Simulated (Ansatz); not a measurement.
A self-consistent single point of CdHOF (P2_1, 8 atoms in the cell) with Ansatz (an electronic-structure program)

Computed with LDA (PW92), harder PAW files (source: ansatz) made with PBE (plane waves; Ansatz).

Input as run:

Ansatz 0.2 input:
```yaml
# CdHOF
crystal:
  lattice:
    - [3.534360, 0.000000, 0.000000]
    - [0.000000, 4.844690, 0.000000]
    - [-0.008163, 0.000000, 5.627954]
  atoms:
    - { symbol: Cd, position_ang: [2.636867, 3.655464, 4.127373] }
    - { symbol: Cd, position_ang: [0.889330, 1.233119, 1.500581] }
    - { symbol: H, position_ang: [2.647486, 3.314592, 1.533055] }
    - { symbol: H, position_ang: [0.878711, 0.892247, 4.094899] }
    - { symbol: O, position_ang: [0.872028, 0.104403, 3.487587] }
    - { symbol: O, position_ang: [2.654169, 2.526748, 2.140367] }
    - { symbol: F, position_ang: [0.872297, 2.324240, 5.032516] }
    - { symbol: F, position_ang: [2.653900, 4.746585, 0.595438] }
basis:
  ecutwfc: 1050.0 eV
kpoints:
  mp_grid: { grid: [6, 5, 4] }
hamiltonian:
  xc: lda
  pseudopotentials: { kind: paw, source: ansatz }
scf:
  occupations: { method: fixed }
output:
  forces: true
  eigenvalues: true
  stress: true
```

Output, abridged:

```
WARN ansatz: RAYON_NUM_THREADS=1 ignored (pool sized by the plan → 1); use --threads N
Pseudopotentials: kind: paw
Pseudopotential: Cd, paw, valence charge 20
Pseudopotential: H, paw, valence charge 1
Pseudopotential: O, paw, valence charge 6
Pseudopotential: F, paw, valence charge 7
Crystal: 8 atoms, lattice volume = 96.367 Å³
Basis set: ecut = 1050 eV, 7447 PW (Γ)
Bands: 42, of which v1, the nominal top of the filled ones, is band 34 counted from 1 (33 counted from 0)
Symmetry: 2 space group operations
Space group: P21 (ITA 4), of the structure as read, at distance tolerance 4.6e-5 Å
k-points: 42 of 120 (time reversal used)
PAW frozen core: Cd, regenerated for the run's functional, and the local potential with it
PAW frozen core: O, regenerated for the run's functional, and the local potential with it
PAW frozen core: F, regenerated for the run's functional, and the local potential with it
Initial density: superposition of atomic densities (chi_scale 0.1, normalization cell, long waves kept (reshape's long-wave potential 0.32 eV rms))
Initial wavefunctions: pseudopotential atomic-orbital guess
Eigensolver: davidson
Functional: x = slater, c = lda
SCF iter   1: F=—  HF=-18984.206619 eV  |F-HF|=—  |Δ(HF+E_count)|=         —  Δρ=2.69e-1  dr2=7.06e1  ethr=3.10e-3  ⟨swp⟩=5.1  Hψ=5774  notcnv=0  defer=251
all-band conjugate gradients solve this SCF's bands
WARN: iter 1: σ=0 fill of 34 bands saw a band overlap (occupied 7.5908 eV > unoccupied 7.5630 eV) — on an unconverged iterate often a transient of an (band_overlap_at_count)
preconditioner: auto → Resta (q_TF=auto, 2.574 Å⁻¹)
SCF iter   2: F=—  HF=-18972.476040 eV  |F-HF|=—  |Δ(HF+E_count)|=    1.17e1  Δρ=1.55e-1  dr2=1.21e1  ethr=3.10e-3  ⟨swp⟩=4.0  Hψ=4405  notcnv=0  defer=252
SCF iter   3: F=—  HF=-18969.414197 eV  |F-HF|=—  |Δ(HF+E_count)|=    3.06e0  Δρ=3.61e-2  dr2=1.09e0  ethr=3.10e-3  ⟨swp⟩=3.0  Hψ=3416  notcnv=0  defer=231
SCF iter   4: F=—  HF=-18969.109026 eV  |F-HF|=—  |Δ(HF+E_count)|=   3.05e-1  Δρ=1.50e-2  dr2=2.16e-1  ethr=1.60e-3  ⟨swp⟩=2.0  Hψ=3276  notcnv=0  defer=252
SCF iter   5: F=—  HF=-18969.061562 eV  |F-HF|=—  |Δ(HF+E_count)|=   4.75e-2  Δρ=7.09e-3  dr2=4.68e-2  ethr=3.17e-4  ⟨swp⟩=3.7  Hψ=3033  notcnv=0  defer=252
SCF iter   6: F=—  HF=-18969.050089 eV  |F-HF|=—  |Δ(HF+E_count)|=   1.15e-2  Δρ=2.49e-3  dr2=3.99e-3  ethr=6.89e-5  ⟨swp⟩=2.1  Hψ=3195  notcnv=0  defer=252
SCF iter   7: F=—  HF=-18969.050183 eV  |F-HF|=—  |Δ(HF+E_count)|=   9.43e-5  Δρ=7.50e-4  dr2=7.15e-4  ethr=5.87e-6  ⟨swp⟩=2.9  Hψ=3342  notcnv=0  defer=252
SCF iter   8: F=—  HF=-18969.050154 eV  |F-HF|=—  |Δ(HF+E_count)|=   2.83e-5  Δρ=1.95e-4  dr2=4.51e-5  ethr=1.05e-6  ⟨swp⟩=2.0  Hψ=1917  notcnv=0  defer=251
SCF iter   9: F=—  HF=-18969.050392 eV  |F-HF|=—  |Δ(HF+E_count)|=   2.38e-4  Δρ=5.74e-5  dr2=3.46e-6  ethr=6.64e-8  ⟨swp⟩=2.2  Hψ=2415  notcnv=0  defer=157
SCF iter  10: F=—  HF=-18969.050392 eV  |F-HF|=—  |Δ(HF+E_count)|=   4.03e-7  Δρ=1.58e-5  dr2=2.75e-7  ethr=5.08e-9  ⟨swp⟩=2.0  Hψ=2534  notcnv=0  defer=157
SCF iter  11: F=-18969.050392 eV  HF=-18969.050392 eV  |F-HF|=1.58e-9  |Δ(HF+E_count)|=   5.38e-8  Δρ=2.16e-6  dr2=4.91e-9  ethr=1.47e-10  ⟨swp⟩=12.0  Hψ=9487  notcnv=0
SCF 1 converged in 11 iterations: F = -18969.050392 eV  dr2 = 4.91e-9
SCF converged after 11 iterations
Free energy (F): -18969.050392 eV
Harris-Foulkes:  -18969.050392 eV  (|F-HF|=1.58e-9)
Internal energy: -18969.050392 eV  (E = F + TS)
E sigma→0 (E₀):  -18969.050392 eV
Fermi energy:    5.036062 eV
--- Per-component energies (eV) ---
  E_band       = -1107.944187
  E_kinetic    = 2613.726066
  E_local      = -13228.160417  (includes V_loc(G=0)·N_el)
  E_nonlocal   = 3729.270275
  E_hartree    = 4017.438925
  E_xc         = -835.552421
  E_vxc        = -1082.469825  (∫ρ·V_xc dr)
  E_paw        = -8457.386019  (= ΣΔE_a)
  E_vpaw       = -1175.187370  (= ΣTr[D̂ρ^β])
  E_aug_tail   = -0.000001  (compensation charges beyond the density's cutoff)
  E_ewald      = -6810.338551
  E_core_change = 1.951751  (= ΣΔE_core)
  E_smearing   = -0.000000  (= −TS)
  E_closure    = 0.000000  (closes the sum)
  Σ components = -18969.050392   (vs F -18969.050392, Δ=0.00e0)
--- Forces (eV/Å), atoms counted from 1 ---
  atom   1  Cd     0.01832781     0.09784299    -0.14637496
  atom   2  Cd    -0.01832781     0.09784299     0.14637496
  atom   3  H      0.02019379     0.13791154    -0.12786609
  atom   4  H     -0.02019379     0.13791154     0.12786609
  atom   5  O      0.01912779    -0.31450486    -0.11743182
  atom   6  O     -0.01912779    -0.31450486     0.11743182
  atom   7  F      0.00861995     0.07877074    -0.04997968
  atom   8  F     -0.00861995     0.07877074     0.04997968
  max |Σ_I F_I| component: 4.08e-5 eV/Å
--- Stress (GPa, compression-positive) ---
       -9.297914       0.000000       0.024356
        0.000000      -7.789471       0.000000
        0.024356       0.000000      -8.382633
  P = ⅓ Tr σ = -8.4900 GPa (-84.900 kbar)
  The stress holds the Pulay correction. Without it, at fixed plane waves, as pw.x and ABINIT print it: P = -8.5092 GPa
--- Band table (eV; the first three rows and the last of 42) ---
  k-point 0: bands = ["-94.2747", "-94.2747", "-55.4637", "-55.4636", "-55.4415", "-55.4413", "-55.4207", "-55.4205", "-15.9509", "-15.7589", "-12.1737", "-11.9691", "-1.6922", "-1.5398", "-1.0626", "-1.0407", "-1.0255", "-0.6209", "-0.4326", [...]
  k-point 1: bands = ["-94.2747", "-94.2747", "-55.4637", "-55.4636", "-55.4415", "-55.4413", "-55.4207", "-55.4205", "-15.9443", "-15.7608", "-12.1943", "-11.9581", "-1.6241", "-1.4247", "-1.0232", "-1.0110", "-0.9589", "-0.6935", "-0.5598", [...]
  k-point 2: bands = ["-94.2747", "-94.2747", "-55.4637", "-55.4636", "-55.4415", "-55.4414", "-55.4207", "-55.4205", "-15.9375", "-15.7629", "-12.2133", "-11.9486", "-1.5333", "-1.2669", "-1.0051", "-0.9939", "-0.8216", "-0.8046", "-0.7422", [...]
  k-point 41: bands = ["-94.2746", "-94.2746", "-55.4633", "-55.4633", "-55.4412", "-55.4412", "-55.4244", "-55.4244", "-15.8047", "-15.8043", "-12.0227", "-12.0216", "-1.2545", "-1.2536", "-0.9169", "-0.9147", "-0.6997", "-0.6992", "-0.5730", [...]
```

The run converged in 11 iterations.

The starting cell comes from a database of computed structures (which also holds hypothetical and non-ambient phases and stackings), without a prior relaxation at this level. With a pressure of about -8 GPa the cell is away from its equilibrium volume at this level. Ansatz's pressure includes its estimate of the finite-basis (Pulay) stress.

Cost on one core of a shared machine: roughly 40 s.
